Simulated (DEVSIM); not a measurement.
Structure: abrupt Ge n-p junction, at 300 K.

| layer (left to right) | material | thickness (μm) | Nd (cm⁻³) | Na (cm⁻³) | τn (s) | τp (s) |
|---|---|---|---|---|---|---|
| 1 | Ge | 0.560 | 2.8e18 | - | 7e-7 | 7e-7 |
| 2 | Ge | 12.0 | - | 1.1e14 | 7e-7 | 7e-7 |

Left contact: ohmic. Right contact: ohmic. Voltage is applied to the left contact. Recombination: SRH at mid-gap, Auger. Mobility is μmin + (μ − μmin)/(1 + (N/Nref)^α).

This is a model device: material constants are rounded textbook-type values typed into the input, and sizes, dopings and lifetimes were drawn at random. Values at 300 K.

| parameter | Ge |
|---|---|
| gap (eV) | 0.664 |
| affinity (eV) | 4 |
| permittivity | 16 |
| Nc (cm⁻³) | 1.04e19 |
| Nv (cm⁻³) | 6e18 |
| μn (cm²/Vs) | 3900 |
| μp (cm²/Vs) | 1900 |
| μn,min | 150 |
| μp,min | 100 |
| Nref,n | 2.6e17 |
| Nref,p | 4e17 |
| αn | 0.56 |
| αp | 0.6 |
| Cn (cm⁶/s) | 1e-31 |
| Cp (cm⁶/s) | 1e-31 |

Model (solved in DEVSIM): 1D drift-diffusion, Boltzmann statistics, complete ionisation; no tunnelling, impact ionisation, image-force lowering or self-heating.

**Question.** Tabulate band edges, carrier densities and field at zero bias.

**Answer.** Energies count from the Fermi level of the right contact; mesh points crowd at the junctions.

| x (μm) | Ec (eV) | Ev (eV) | n (cm⁻³) | p (cm⁻³) | field (V/cm) |
|---|---|---|---|---|---|
| 0.000 | 0.034 | -0.630 | 2.8e18 | 1.6e8 | ≈ 0 |
| 0.02517 | 0.034 | -0.630 | 2.8e18 | 1.6e8 | ≈ 0 |
| 0.07069 | 0.034 | -0.630 | 2.8e18 | 1.6e8 | ≈ 0 |
| 0.1634 | 0.034 | -0.630 | 2.8e18 | 1.6e8 | ≈ 0 |
| 0.3753 | 0.034 | -0.630 | 2.8e18 | 1.6e8 | ≈ 0 |
| 0.4784 | 0.034 | -0.630 | 2.8e18 | 1.6e8 | ≈ 0 |
| 0.5290 | 0.034 | -0.630 | 2.8e18 | 1.6e8 | ≈ 0 |
| 0.5631 | 0.082 | -0.582 | 4.4e17 | 1.0e9 | 51000 |
| 0.5902 | 0.149 | -0.515 | 3.2e16 | 1.3e10 | 14000 |
| 0.6489 | 0.199 | -0.465 | 4.7e15 | 9.3e10 | 5600 |
| 0.7614 | 0.242 | -0.422 | 8.8e14 | 5.0e11 | 2800 |
| 1.134 | 0.310 | -0.354 | 6.5e13 | 6.7e12 | 1200 |
| 1.730 | 0.358 | -0.306 | 9.9e12 | 4.4e13 | 490 |
| 3.018 | 0.381 | -0.283 | 4.1e12 | 1.1e14 | 34 |
| 6.800 | 0.383 | -0.281 | 3.8e12 | 1.1e14 | ≈ 0 |
| 9.802 | 0.383 | -0.281 | 3.8e12 | 1.1e14 | ≈ 0 |
| 11.19 | 0.383 | -0.281 | 3.8e12 | 1.1e14 | ≈ 0 |
| 11.91 | 0.383 | -0.281 | 3.8e12 | 1.1e14 | ≈ 0 |
| 12.32 | 0.383 | -0.281 | 3.8e12 | 1.1e14 | ≈ 0 |
| 12.46 | 0.383 | -0.281 | 3.8e12 | 1.1e14 | ≈ 0 |
| 12.52 | 0.383 | -0.281 | 3.8e12 | 1.1e14 | ≈ 0 |
| 12.56 | 0.383 | -0.281 | 3.8e12 | 1.1e14 | ≈ 0 |
